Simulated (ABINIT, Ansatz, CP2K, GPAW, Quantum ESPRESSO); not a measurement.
## One structure in several programs: Hf2S (P6_3/mmc, 6 atoms in the cell)

Self-consistent single point, at a second geometry (lattice scaled by 0.98). First geometry:

```xyz
6
Lattice="3.3237 0.0000 0.0000 -1.6618 2.8784 0.0000 0.0000 0.0000 11.5416" Properties=species:S:1:pos:R:3 pbc="T T T"
Hf     1.6618     0.9595    10.3853
Hf     0.0000     1.9189     1.1564
Hf     0.0000     1.9189     4.6145
Hf     1.6618     0.9595     6.9272
S      0.0000     0.0000     8.6562
S      0.0000     0.0000     2.8854
```

Shared settings, as Ansatz (a first-principles code) writes them: kpoints.mp_grid.grid = 8 8 2; scf.occupations.method = fermi_dirac; scf.occupations.width = 0.05 eV. Potentials and cutoffs stand in the table.

| code | model | ΔF from the first geometry (meV/atom) | pressure (GPa) | largest force (eV/Å) | cutoff |
|---|---|---|---|---|---|
| ABINIT | LDA (PW92), PAW (JTH v2.0 LDA PAW) | 31.6 | 9.84 | 0.187 | 571 eV |
| Quantum ESPRESSO | LDA (PW92), PseudoDojo standard norm-conserving (LDA) pseudopotentials | 23.7 | 8.83 | 0.169 | 60 Ry |
| Ansatz | LDA (PW92), PAW files made with PBE | 32.4 | 10.15 | 0.173 | 420 eV |
| CP2K | LDA (Pade form), GPW, DZVP-MOLOPT-SR-GTH basis, GTH-PADE potentials (GTH_POTENTIALS) | -5.5 | 4.27 | 0.022 | grid 500 Ry |
| GPAW | LDA (Perdew-Wang 92), GPAW PAW datasets LDA (gpaw-data 1.0.1) | 35.6 | 10.75 | 0.163 | 550 eV |

On Ansatz's run: spin-orbit coupling is off.

The spread over the programs that give each value: ΔF from the first geometry within 41.1 meV/atom; pressure within 6.48 GPa; largest force within 0.165 eV/Å.

CP2K uses small atom-centred bases, whose incompleteness enters pressures, forces and empty levels differently from a plane-wave cutoff. Ansatz's pressure is given at a fixed set of plane waves, as the other plane-wave codes print theirs; with its correction for the finite basis it is 10.22 GPa. In the pressure, Quantum ESPRESSO (by 1.17) and CP2K (by 5.73) lie more than 1 GPa from the median of the plane-wave programs. In the force vectors, CP2K (by 0.193) lies more than 0.08 eV/Å from the median of the plane-wave programs.

The starting cell comes from a database of computed structures (which also holds hypothetical and non-ambient phases and stackings), without a prior relaxation at this level. Its lattice was rescaled by a random factor within 2.5 % of one. For this run, on top of that: lattice scaled by 0.98.

Keys are those of Ansatz 0.2.
